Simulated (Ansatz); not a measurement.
# Response to strain in C

Consider C in the diamond structure (space group Fd-3m, No. 227; a = 3.560 Å). Axes: x, y, z lie along the cube axes.

Strains are applied to the cell and any free atomic positions relax; under biaxial strain the out-of-plane vector relaxes too.

Level of theory: r2SCAN, PAW, 500 eV (Ansatz, an electronic-structure program; no SOC).

Candidates:
(a) biaxial strain −1.67 %, plane normal [111], relaxed out of plane
(b) biaxial strain −0.42 %, plane normal [111], relaxed out of plane
(c) biaxial strain −0.83 %, plane normal [111], relaxed out of plane

Before the change:

The smallest direct gap is 5.90 eV.

Q: Order them by smallest direct gap, lowest first.

A: (a) biaxial strain −1.67 %, plane normal [111], relaxed out of plane (5.57 eV), (c) biaxial strain −0.83 %, plane normal [111], relaxed out of plane (5.74 eV), (b) biaxial strain −0.42 %, plane normal [111], relaxed out of plane (5.82 eV)

No phonon test of stability was made.
